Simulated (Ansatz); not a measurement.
## SiTe2 (P-3m1, No. 164, 3 atoms in the cell; start mp-2755)

Level of theory: r²SCAN+rVV10 in Ansatz (plane waves, PAW).

Numerical settings: plane-wave cutoff 560 eV, 18×18×8 k mesh (along the axes of the cell as run), Fermi–Dirac smearing 0.05 eV, scalar-relativistic PAW data made under PBE.

Cell (relaxed at this level):

```cif
data_SiTe2
_chemical_formula_sum 'Si1 Te2'
_space_group_name_H-M_alt 'P-3m1'
_space_group_IT_number 164
_space_group_name_Hall '-P 3 2"'
_cell_length_a 3.78756
_cell_length_b 3.78756
_cell_length_c 6.74668
_cell_angle_alpha 90.000
_cell_angle_beta 90.000
_cell_angle_gamma 120.000
loop_
_atom_site_label
_atom_site_type_symbol
_atom_site_symmetry_multiplicity
_atom_site_Wyckoff_symbol
_atom_site_fract_x
_atom_site_fract_y
_atom_site_fract_z
_atom_site_occupancy
Si1 Si 1 a 0.00000 0.00000 0.00000 1
Te1 Te 2 d 0.66667 0.33333 0.23837 1
```

```json
{
  "band_gap": "none"
}
```

Note: the relaxation could not lower the start's symmetry, so the cell can be a saddle point above a distorted one.

Spin–orbit coupling is not included; it can open a gap where bands touch, and shift volumes and moduli.

Computing time: roughly 5 core-minutes.

A start named mp-… is a Materials Project structure, which need not be a measured phase.

Ansatz is a first-principles code.
